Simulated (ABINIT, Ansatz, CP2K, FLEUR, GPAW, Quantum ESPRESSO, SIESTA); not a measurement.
One structure in several programs: NaMgF3 (Pm-3m, 5 atoms in the cell)

Self-consistent single point.

```xyz
5
Lattice="4.0200 0.0000 0.0000 0.0000 4.0200 0.0000 0.0000 0.0000 4.0200" Properties=species:S:1:pos:R:3 pbc="T T T"
Na     0.0000     0.0000     0.0000
Mg     2.0100     2.0100     2.0100
F      2.0100     2.0100     0.0000
F      0.0000     2.0100     2.0100
F      2.0100     0.0000     2.0100
```

All programs got the same cell, k-point mesh and kind of occupations (some realise fixed ones as a very narrow smearing) (in Ansatz's words: kpoints.mp_grid.grid = 8 8 8; scf.occupations.method = fixed); potentials, basis and cutoffs are each program's usual ones.

```csv
code,model,pressure (GPa),gap on the mesh (eV),k-points,cutoff
GPAW,"PBEsol, GPAW PAW datasets PBEsol (made by gpaw-setup)",–,5.607,35,900 eV
CP2K,"PBEsol, GPW, DZVP-MOLOPT-SR-GTH basis, GTH-PBE potentials (GTH_POTENTIALS)",-3.83,5.578,260,grid 1000 Ry
SIESTA,"GGA PBEsol, numerical atomic orbitals DZP, PseudoDojo PBEsol standard norm-conserving potentials (rewritten from UPF to PSML)",-5.42,5.510,296,grid 400 Ry
ABINIT,"PBEsol, norm-conserving pseudopotentials (PseudoDojo nc-sr-04 PBEsol standard)",-5.34,5.636,35,88 Ry
FLEUR,"PBEsol, all-electron FLAPW (FLEUR), scalar-relativistic valence",–,5.724,35,Kmax 4.3 1/bohr
Quantum ESPRESSO,"PBEsol, GBRV 1.5 ultrasoft (PBESOL) pseudopotentials",-5.56,5.606,35,40 Ry
Ansatz,"PBEsol, default PAW files made with PBE",-5.80,5.616,35,30.9 Ry
```

A dash marks a value that a program does not give, or that is left out as unsure.

Gaps are read on the mesh.

The spread over the programs that give each value: pressure within 1.97 GPa; gap on the mesh within 0.214 eV.

The starting cell comes from a database of computed structures (which also holds hypothetical and non-ambient phases and stackings), without a prior relaxation at this level. Its lattice was rescaled by a random factor within 2.5 % of one. On Ansatz's run: In the base run, with a pressure of about -5 GPa the cell is away from its equilibrium volume at this level.

Task: Why do the programs differ, and what cannot be compared?

Result: Differences of this kind can come from the potentials, where these differ, and from what each basis and cutoff leave unconverged. The valence holds different numbers of electrons (GPAW 38, CP2K 40, SIESTA 40, ABINIT 40, FLEUR 40, Quantum ESPRESSO 40, Ansatz (a program for electronic structure) 40). The zero of total energies and Fermi levels follows the potentials and each program's conventions, so they are not compared here. CP2K and SIESTA use small atom-centred bases, whose incompleteness enters pressures, forces and empty levels differently from a plane-wave cutoff. FLEUR treats all electrons, but the usual bases taken here (sphere radii, linearisation, local orbitals, empty states) were not tested for convergence, so the values are no reference for the others. Ansatz's pressure is given at a fixed set of plane waves, as the other plane-wave codes print theirs; with its correction for the finite basis it is -5.24 GPa (the shift of 0.56 GPa shows how far the cutoff is from converged). The pressure of GPAW is left out: its cutoff lies under the one at which its stress was checked. The programs reduce the same mesh by symmetry to different extents, which changes the work and not the result. In the pressure, CP2K (by 1.73) lies more than 1 GPa from the median of the plane-wave programs.

Left out of this page: Elk (unsound by tests on forces, stress, charge or solver warnings).

Keys are those of Ansatz 0.2.
